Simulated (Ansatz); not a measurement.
Relaxed 16-atom cells of (Ru,Ir) in the hexagonal close-packed type, of low symmetry and near-random order, with the end members in the same type and cell. The hexagonal close-packed type need not be the stable form of Ir, so that mixing against the stable forms can cost more. Here −b is the interaction parameter Ω of a regular solution. Left out are ordered and sheared cells and those that changed their type; one cell stands for each fraction.

Level of theory: r2SCAN (plane waves to 500 eV, PAW; Ansatz, a quantum-chemistry and plane-wave program). No spin–orbit coupling; the runs are not spin-polarised.

```
cell   fraction of Ir  mixing enthalpy (meV a mixed site)
-----  --------------  ----------------------------------
Ru                  0                                   0
IrRu7          0.1250                                 -39
IrRu3          0.2500                            withheld
IrRu           0.5000                                 -79
Ir7Ru          0.8750                                 -32
Ir                  1                                   0
```

Fit y = y0 + (y1 − y0) x − b x (1 − x), with y0 and y1 the end rows to the rows shown by least squares, with x the second column and y the third, and predict the withheld row.

The fit gives b = 318, with a root-mean-square miss of 2.3 on the rows shown. At x = 0.2500 it predicts -60; the run gives -67, a miss of +7.
